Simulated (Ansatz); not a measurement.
The starting structures come from a database of crystals and need not be the phases stable at ambient conditions.

Evanescent states of Sr(AsO3)2 (P-31m, not sure to be the ambient phase, 9 atoms a cell, 12.5 Å³ an atom) along the normal of (111)

All values below come from r2SCAN (plane waves, PAW; Ansatz, a quantum-chemistry and plane-wave program).

No gap correction and no spin-orbit coupling; mid-gap values are interpolated between computed energies.

Energies count from the valence-band top; κ is the least over a 6×6 mesh across the current.

```json
[
 {"E (eV)": "0.10", "κ (1/Å)": "0.224", "where": "off Γ"},
 {"E (eV)": "0.32", "κ (1/Å)": "0.298", "where": "Γ"},
 {"E (eV)": "0.53", "κ (1/Å)": "0.316", "where": "Γ"},
 {"E (eV)": "0.73", "κ (1/Å)": "0.330", "where": "Γ"},
 {"E (eV)": "0.94", "κ (1/Å)": "0.340", "where": "Γ"},
 {"E (eV)": "1.16", "κ (1/Å)": "0.348", "where": "Γ"},
 {"E (eV)": "1.36", "κ (1/Å)": "0.354", "where": "Γ"},
 {"E (eV)": "1.57", "κ (1/Å)": "0.357", "where": "Γ"},
 {"E (eV)": "1.78", "κ (1/Å)": "0.358", "where": "Γ"},
 {"E (eV)": "2.00", "κ (1/Å)": "0.357", "where": "Γ"},
 {"E (eV)": "2.21", "κ (1/Å)": "0.353", "where": "Γ"},
 {"E (eV)": "2.42", "κ (1/Å)": "0.348", "where": "Γ"},
 {"E (eV)": "2.62", "κ (1/Å)": "0.340", "where": "Γ"},
 {"E (eV)": "2.83", "κ (1/Å)": "0.329", "where": "Γ"},
 {"E (eV)": "3.04", "κ (1/Å)": "0.316", "where": "Γ"},
 {"E (eV)": "3.25", "κ (1/Å)": "0.299", "where": "Γ"},
 {"E (eV)": "3.46", "κ (1/Å)": "0.278", "where": "Γ"},
 {"E (eV)": "3.67", "κ (1/Å)": "0.251", "where": "Γ"},
 {"E (eV)": "3.88", "κ (1/Å)": "0.216", "where": "Γ"},
 {"E (eV)": "4.09", "κ (1/Å)": "0.168", "where": "Γ"},
 {"E (eV)": "4.30", "κ (1/Å)": "0.083", "where": "Γ"}
]
```

Problem. How thick must the barrier be to attenuate the transmission by 10^6 when the electrodes' Fermi level lies at 0.53 eV, and what attenuation does that film give at 3.88 eV?

Solution. d = 6 ln 10 / (2 × 0.316) = 21.9 Å. At 3.88 eV it gives 6 × 0.216/0.316 = 4.1 decades.
